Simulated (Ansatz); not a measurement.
## A computed series for La2O3: pressure series

The reference is La2O3 (space group P-3m1, No. 164; a = 3.9403 Å, c = 6.1880 Å).

Cell and atoms are relaxed at each pressure.

Computed with Kohn–Sham DFT with the PBE functional, run in Ansatz (a program for electronic structure) with PAW and 420 eV plane waves, without spin-orbit coupling.

Candidates:
(a) pressure −2 GPa
(b) pressure 7 GPa
(c) pressure 15 GPa
(d) pressure −1 GPa

Before the change:

* **c/a ratio**: 1.570

Problem. Order them by c/a ratio, highest first.

Solution. (a) pressure −2 GPa (1.582), (d) pressure −1 GPa (1.576), (b) pressure 7 GPa (1.529), (c) pressure 15 GPa (1.482)

Load acts through the strain it causes; cell and atoms are relaxed under it. No phonon test of stability was made. No other phases were tried under pressure.
